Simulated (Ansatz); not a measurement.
## A computed series for BaTiO3: pressure series

Consider BaTiO3 in the cubic perovskite structure (space group Pm-3m, No. 221).

```yaml
crystal:
  lattice:
    - [3.99404, 0.00000, 0.00000]
    - [0.00000, 3.99404, 0.00000]
    - [0.00000, 0.00000, 3.99404]
  atoms:
    - { symbol: Ba, position: [0.00000, 0.00000, 0.00000] }
    - { symbol: Ti, position: [0.50000, 0.50000, 0.50000] }
    - { symbol: O, position: [0.00000, 0.50000, 0.50000] }
    - { symbol: O, position: [0.50000, 0.50000, 0.00000] }
    - { symbol: O, position: [0.50000, 0.00000, 0.50000] }
```

Cell and atoms are relaxed at each pressure.

All numbers come from r2SCAN (Ansatz, an electronic-structure program, PAW, no spin-orbit coupling).

Two rows of this table had their results exchanged by mistake.

```
pressure          volume per atom (Å³)  shortest distance (Å)  band gap
----------------  --------------------  ---------------------  --------
pressure −2 GPa                  12.89                  2.005   2.14 eV
pressure −1 GPa                  12.81                  2.001   2.16 eV
pressure 3 GPa                   12.54                  1.986   2.21 eV
pressure 7 GPa                   12.29                  1.973   2.26 eV
pressure 15 GPa                  11.87                  1.950   2.35 eV
pressure 30 GPa                  11.24                  1.915   2.41 eV
pressure 50 GPa                   9.52                  1.812   2.39 eV
pressure 75 GPa                  10.00                  1.842   2.43 eV
pressure 100 GPa                 10.60                  1.878   2.44 eV
```

Problem. Which two?

Solution. The rows for pressure 50 GPa and pressure 100 GPa: the volume has to fall steadily with pressure, so 10.60 Å³ belongs to pressure 50 GPa and 9.52 Å³ to pressure 100 GPa.

Load acts through the strain it causes; cell and atoms are relaxed under it. No phonon test of stability was made. No other phases were tried under pressure. The final runs are not spin-polarised. Many cubic perovskites are stable only at high temperature; tilts and polar distortions were not tested. This is not the structure that BaTiO3 has at room temperature and ambient pressure.
